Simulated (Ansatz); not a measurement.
Take Ta in the bcc (W type) structure (space group Im-3m, No. 229; relaxed with 0.1 eV smearing) as the base.

```
CELL_PARAMETERS angstrom
     -1.64115     1.64115     1.64115
      1.64115    -1.64115     1.64115
      1.64115     1.64115    -1.64115
ATOMIC_POSITIONS crystal
  Ta 0.00000 0.00000 0.00000
```

Cartesian axes are those of the cell as printed.

The values are results of DFT with PBEsol, PAW potentials and a 420 eV plane-wave cutoff in Ansatz (a program for electronic structure), without spin-orbit coupling, not measurements.

Base values:

| Item | Result |
|---|---|
| Shortest interatomic distance | 2.843 Å |

One thing is altered: the cell is compressed by 2.00 % along z with no lateral relaxation; the atoms relax in the strained cell.

Estimate the effect on the shortest interatomic distance, stress and energy relative to the base.

The shortest interatomic distance decreases by 0.019 Å, from 2.843 Å to 2.824 Å; the stress (xx, yy, zz, yz, xz, xy; compression positive) amounts to (3.6, 3.6, 6.0, 0.0, 0.0, 0.0) GPa; the energy rises by 6.5 meV/atom.

Whether these cells are dynamically stable was not tested. All final runs are without spin polarisation.
